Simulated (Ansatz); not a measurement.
# WC: uniaxial strain ε_zz = −1.50 %

The reference is WC (space group P-6m2, No. 187; a = 2.922 Å, c = 2.846 Å; relaxed with 0.1 eV smearing). Axes: x lies along a and z along c of the hexagonal cell.

Perturbation: uniaxial strain ε_zz = −1.50 %, all other strain components held at zero; the atoms relax in the strained cell.

All numbers come from Ansatz (a program for electronic structure), PBE, PAW, cutoff 420 eV, without spin-orbit coupling. k-mesh 23×23×20 (Γ-centred); smearing 0.1 eV (Fermi–Dirac).

The volume per atom shrinks by 0.16 Å³ (10.53 Å³ → 10.37 Å³) and the space group stays P-6m2 (No. 187). The shortest interatomic distance decreases by 0.0137 Å (2.207 Å → 2.194 Å) and the energy increases by 7.2 meV/atom. The pressure (mean of the normal stresses, compression positive) goes from zero to 6.8 GPa and the band gap remains zero. The stress (xx, yy, zz, yz, xz, xy; compression positive) amounts to (2.7, 2.7, 14.8, 0.0, 0.0, 0.0) GPa.

No phonon test of stability was made. The final runs are not spin-polarised.
